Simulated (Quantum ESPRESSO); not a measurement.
Worked example: self-consistent single point of CaNi₂Ge₂ (P1, 5 atoms in the cell) in Quantum ESPRESSO.

Computed with LDA (PZ), PSlibrary PAW (LDA) pseudopotentials (plane waves; Quantum ESPRESSO).

```
CELL_PARAMETERS angstrom
     -2.02644     2.02644     4.98853
      2.02644    -2.02644     4.98853
      2.02644     2.02644    -4.98853
ATOMIC_POSITIONS crystal
  Ca 0.99364 0.00260 0.00060
  Ni 0.75891 0.25358 0.50808
  Ni 0.24764 0.74610 0.49328
  Ge 0.36088 0.37026 0.99099
  Ge 0.63894 0.62746 0.00705
```

Reference input (self-consistent single point, DFT, LDA (PZ), plane waves, PSlibrary PAW (LDA) pseudopotentials): ecutwfc = 50 Ry; ecutrho = 300 Ry; occupations = smearing; smearing = cold; degauss = 0.0036749 Ry; K_POINTS = automatic 5 5 6 0 0 0; conv_thr = 1e-10 Ry; mixing_beta = 0.4. This run's input differs from it in these lines:

```diff
@@ -16,3 +16,3 @@
    smearing = 'cold'
-   degauss = 0.0036749
+   degauss = 0.02205
 /
```

Output, abridged:

```
     Self-consistent Calculation

     iteration #  1     ecut=    50.00 Ry     beta= 0.40

     total energy              =    -807.61995058 Ry
     estimated scf accuracy    <       1.33833755 Ry

     iteration #  2     ecut=    50.00 Ry     beta= 0.40

     total energy              =    -807.27923886 Ry
     estimated scf accuracy    <      12.27152479 Ry

     iteration #  3     ecut=    50.00 Ry     beta= 0.40

     total energy              =    -808.30457575 Ry
     estimated scf accuracy    <       0.02649347 Ry

   [... 12 blocks of this kind left out ...]

     iteration # 16     ecut=    50.00 Ry     beta= 0.40
     c_bands:  1 eigenvalues not converged
     c_bands:  1 eigenvalues not converged
     c_bands:  1 eigenvalues not converged

     total energy              =    -808.35726882 Ry
     estimated scf accuracy    <          1.7E-10 Ry

     iteration # 17     ecut=    50.00 Ry     beta= 0.40
     c_bands:  1 eigenvalues not converged
     End of self-consistent calculation

     Number of k-points >= 100: set verbosity='high' to print the bands.

     the Fermi energy is     9.4723 ev

!    total energy              =    -808.35726882 Ry
     estimated scf accuracy    <          2.4E-11 Ry
     smearing contrib. (-TS)   =       0.00083575 Ry
     internal energy E=F+TS    =    -808.35810457 Ry

     convergence has been achieved in  17 iterations

     Forces acting on atoms (cartesian axes, Ry/au):

     atom    1 type  1   force =    -0.00340862    0.00243029    0.00341406
     atom    2 type  2   force =    -0.00327526   -0.01836291   -0.00835056
     atom    3 type  2   force =     0.00494260    0.01194410   -0.00107146
     atom    4 type  3   force =    -0.00354709    0.02098847   -0.00658983
     atom    5 type  3   force =     0.00528837   -0.01699995    0.01259779

     Total force =     0.039841     Total SCF correction =     0.000003

          total   stress  (Ry/bohr**3)                   (kbar)     P=      -54.48
  -0.00041510  -0.00000051  -0.00003032          -61.06       -0.07       -4.46
  -0.00000051  -0.00036835   0.00010504           -0.07      -54.19       15.45
  -0.00003032   0.00010504  -0.00032754           -4.46       15.45      -48.18

   JOB DONE.
```

The run converged in 17 iterations. Against the reference run the free energy goes up by 1.7 meV/atom, the pressure moves little (-5.43 to -5.45 GPa) and the largest force goes from 0.562 to 0.573 eV/Å.

The starting cell comes from a database of computed structures (which also holds hypothetical and non-ambient phases and stackings), without a prior relaxation at this level. Its atoms were displaced at random from the sites of space group no. 139. Spin polarisation is off. With a pressure of about -5 GPa the cell is away from its equilibrium volume at this level.

Cost on one core of a shared machine: roughly 10 min.
